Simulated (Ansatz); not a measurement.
The structure below was relaxed with PBEsol (Ansatz, a quantum-chemistry and plane-wave program), spin-orbit coupling left out.

```yaml
crystal:
  lattice:
    - [0.00000, 1.94021, 1.94021]
    - [1.94021, 0.00000, 1.94021]
    - [1.94021, 1.94021, 0.00000]
  atoms:
    - { symbol: Re, position: [0.00000, 0.00000, 0.00000] }
```

Q: Find the space group and the Wyckoff positions.

A: Space group Fm-3m (No. 225); a = 3.8804 Å, b = 3.8804 Å, c = 3.8804 Å, α = 90.00°, β = 90.00°, γ = 90.00°

| atom | site | symmetry | x | y | z |
|---|---|---|---|---|---|
| Re | 4a | m-3m | 0.0000 | 0.0000 | 0.0000 |

Stability against distortions was not tested. All final runs are without spin polarisation. The cell was made from Pb by this change: Pb → Re; the result is a model cell. This is not the structure that Re has at room temperature and ambient pressure.
